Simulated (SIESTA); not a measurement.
SIESTA run on Tc₂N (P1, 6 atoms in the cell): self-consistent single point.

Computed with LDA PW92, numerical atomic orbitals DZP, PseudoDojo LDA standard norm-conserving potentials (rewritten from UPF to PSML) (SIESTA).

The change in words: atoms moved at random. Reference geometry:
```yaml
crystal:
  lattice:
    - [2.82470, 0.00000, 0.00000]
    - [-1.41235, 2.44626, 0.00000]
    - [0.00000, 0.00000, 9.68079]
  atoms:
    - { symbol: Tc, position: [0.33333, 0.66667, 0.39245] }
    - { symbol: Tc, position: [0.66667, 0.33333, 0.60755] }
    - { symbol: Tc, position: [0.66667, 0.33333, 0.89245] }
    - { symbol: Tc, position: [0.33333, 0.66667, 0.10755] }
    - { symbol: N, position: [0.33333, 0.66667, 0.75000] }
    - { symbol: N, position: [0.66667, 0.33333, 0.25000] }
```

Reference input (self-consistent single point, DFT, LDA PW92, numerical atomic orbitals DZP, PseudoDojo LDA standard norm-conserving potentials (rewritten from UPF to PSML)): XC.functional = LDA; XC.authors = PW92; potentials = PseudoDojo LDA standard; PAO.BasisSize = DZP; PAO.EnergyShift = 0.005 Ry; MeshCutoff = 300 Ry; kgrid.MonkhorstPack = 11 11 3; OccupationFunction = MP; OccupationMPOrder = 0; ElectronicTemperature = 100 meV; MaxSCFIterations = 150; SCF.Mixer.Method = Broyden. This run's input differs from it in these lines:

```diff
@@ -18,8 +18,8 @@
 %block AtomicCoordinatesAndAtomicSpecies
-    -0.000001412    1.630842149    3.799226036  1
-     1.412351412    0.815419851    5.881563965  1
-     1.412351412    0.815419851    8.639621035  1
-    -0.000001412    1.630842149    1.041168964  1
-    -0.000001412    1.630842149    7.260592500  2
-     1.412351412    0.815419851    2.420197500  2
+    -0.001333258    1.604185232    3.840969602  1
+     1.430985958    0.822044329    5.846190358  1
+     1.409940531    0.781776410    8.641663682  1
+    -0.038051534    1.689691874    1.081295839  1
+    -0.030744035    1.619606467    7.247116840  2
+     1.466252338    0.821481688    2.385123998  2
 %endblock AtomicCoordinatesAndAtomicSpecies
```

The program printed (abridged):

```
        iscf     Eharris(eV)        E_KS(eV)     FreeEng(eV)     dDmax    Ef(eV) dHmax(eV)
   scf:    1    -9733.313220    -9800.156702    -9800.168773  1.298165 -5.195107  6.404478
   scf:    2    -9803.908770    -9805.140056    -9805.152888  0.390064 -5.655244  4.264706
   scf:    3    -9797.850387    -9803.847973    -9803.859456  0.179853 -5.729254  8.175033
   scf:    4    -9806.128680    -9806.214356    -9806.226777  0.144031 -5.766237  1.392450
   scf:    5    -9805.432403    -9806.042388    -9806.055302  0.069224 -5.881152  2.672466
   [... 4 lines left out ...]
   scf:   10    -9806.370269    -9806.370255    -9806.383271  0.000482 -5.965146  0.005740
   scf:   11    -9806.370275    -9806.370266    -9806.383279  0.000250 -5.964919  0.003966
   scf:   12    -9806.370278    -9806.370273    -9806.383282  0.000146 -5.964733  0.001161
   scf:   13    -9806.370277    -9806.370275    -9806.383283  0.000072 -5.964658  0.000519
SCF Convergence by DM+H criterion
max |DM_out - DM_in|         :     0.0000716202
max |H_out - H_in|      (eV) :     0.0005190796
SCF cycle converged after 13 iterations

Using DM_out to compute the final energy and forces

siesta: E_KS(eV) =            -9806.3703

siesta: E_KS - E_eggbox =     -9806.3703

siesta: Atomic forces (eV/Ang):
     1    0.424272    0.242730   -1.360883
     2   -0.436765   -0.248335    1.414717
     3   -0.378113    0.547130   -0.266833
     4    0.884723   -0.791390   -0.689604
     5    0.394851   -0.024966   -0.016088
     6   -0.880635    0.269927    0.924106
   Tot    0.008334   -0.004903    0.005415
   Max    1.414717
   Res    0.691296    sqrt( Sum f_i^2 / 3N )
   Max    1.414717    constrained

   [... lines left out ...]
siesta: FreeEng =     -9806.383283
   [... lines left out ...]
siesta:     0.040423   -0.009394    0.002426
siesta:    -0.009394    0.031941    0.005911
siesta:     0.002426    0.005912    0.013905

siesta: Cell volume =         66.893836 Ang**3

siesta: Pressure (static):
siesta:                Solid            Molecule  Units
siesta:          -0.00031319         -0.00025973  Ry/Bohr**3
siesta:          -0.02875618         -0.02384699  eV/Ang**3
siesta:         -46.07248255        -38.20708370  kBar
```

The run converged in 13 iterations. Against the reference run the free energy rises by 28.1 meV/atom, the pressure goes from -5.87 to -4.61 GPa and the largest force goes from 0.090 to 1.501 eV/Å.

The starting cell comes from a database of computed structures (which also holds hypothetical and non-ambient phases and stackings), without a prior relaxation at this level. For this run, on top of that: atoms moved at random. Spin polarisation is off. Values carry the incompleteness of an atom-centred basis. With a pressure of about -5 GPa the cell is away from its equilibrium volume at this level. Forces in this geometry exceed 1 eV/Å.

Cost on one core of a shared machine: roughly 50 s.
